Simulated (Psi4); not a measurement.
Psi4 1.11, HF/cc-pvdz: C[Si](C)(C)c1ccc([Si](C)(C)C)cc1, 36 atoms. The geometry is a generated start, not checked to be a minimum at this level.

- task: energy
- method: scf
- basis: cc-pvdz
- scf_type: df (default)
- guess: auto, which took SAD (default)
- diis_max_vecs: 10 (default)
- scf_initial_accelerator: adiis (default)
- e_convergence: 1e-06 (default)
- d_convergence: 1e-06 (default)
- basis functions: 314

On 4 threads. Build: conda-forge: OpenMP (LLVM), MKL, Libint2. One run each, on a shared machine, so no times are given.

Values of memory tried: 8 GB, 4 GB, 2 GB, 1 GB, 0.5 GB, 0.3 GB.

Q: Which of these memory settings still run, and by which path?

A: It runs down to 0.3 GB, the lowest tried, with the same result. At 8 GB: SCF: fitted integrals in core. From 0.5 GB down: SCF: fitted integrals on disk.

| memory | path | peak memory |
|---|---|---|
| 8 GB | SCF: fitted integrals in core | 1.7 GiB |
| 4 GB | SCF: fitted integrals in core | 1.7 GiB |
| 2 GB | SCF: fitted integrals in core | 1.7 GiB |
| 1 GB | SCF: fitted integrals in core | 1.3 GiB |
| 0.5 GB | SCF: fitted integrals on disk | 0.86 GiB |
| 0.3 GB | SCF: fitted integrals on disk | 0.73 GiB |

Peak memory is the kernel's count for the largest process, libraries included and scratch files not. The peak passes the setting at 1 GB, 0.5 GB, 0.3 GB: it is no hard cap.
